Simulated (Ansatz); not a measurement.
**Effect of 3 layers on TiTe2**

The parent structure is TiTe$_{2}$ in the CdI2 type structure (space group P-3m1, No. 164; a = 3.697 Å, c = 6.384 Å; layered, stacked along the Cartesian z axis).

It is then changed as follows: a free-standing slab of 3 layers (9 atoms, 3 a layer) is cut normal to the stacking axis, with 15 Å of vacuum and the in-plane cell relaxed.

All numbers come from PBE-D3(BJ) (Ansatz, an electronic-structure program; PAW; 420 eV plane waves; no spin-orbit coupling). Γ-centred 15×15×1 mesh, Fermi–Dirac width 0.05 eV, for the changed cell.

| quantity | base | changed | shift |
|---|---|---|---|
| layer's space group (with vacuum) | – | P-3m1 (No. 164) | – |
| band gap | zero | zero | – |
| excess energy per area of both faces (slab less bulk energy over the cell's area: twice a surface energy) (uncertain by up to 0.1 J/m²) | – | 0.7 J/m² | – |
| thickness between the outermost nuclei | – | 16.42 Å | – |
| in-plane lattice parameter a | 6.987 bohr | 6.961 bohr | -0.026 bohr |

The excess energy carries the mismatch between the slab's and the bulk's meshes. Stability against distortions was not tested. All final runs are without spin polarisation.
